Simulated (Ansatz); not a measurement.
Start from CaS in the rock salt structure (space group Fm-3m, No. 225; a = 5.633 Å). Axes: x, y, z lie along the cube axes.

Method: PBEsol (Ansatz, an electronic-structure program), scalar-relativistic without spin-orbit coupling.

Strains are applied to the cell and any free atomic positions relax.

One change was made to it. Results:

| quantity | base | after |
|---|---|---|
| smallest direct gap | 3.00 eV | 2.90 eV |
| valence-band top at Γ (three highest levels, from the VBM) | 0.00, 0.00, 0.00 eV | 0.00, -0.04, -0.04 eV |

Problem. Which of these changes matches the shifts?
(A) uniaxial strain ε_zz = +3.00 %
(B) uniaxial strain ε_zz = −0.50 %
(C) uniaxial strain ε_zz = −3.00 %
(D) uniaxial strain ε_zz = +1.00 %
(E) uniaxial strain ε_zz = −1.00 %

Solution. C, uniaxial strain ε_zz = −3.00 %. For comparison, the valence-band top at Γ in the other runs: uniaxial strain ε_zz = +3.00 % gives 0.00, 0.00, -0.02 eV; uniaxial strain ε_zz = +1.00 % gives 0.00, 0.00, -0.01 eV; uniaxial strain ε_zz = −0.50 % gives 0.00, -0.01, -0.01 eV; uniaxial strain ε_zz = −1.00 % gives 0.00, -0.01, -0.01 eV.

Whether these cells are dynamically stable was not tested.
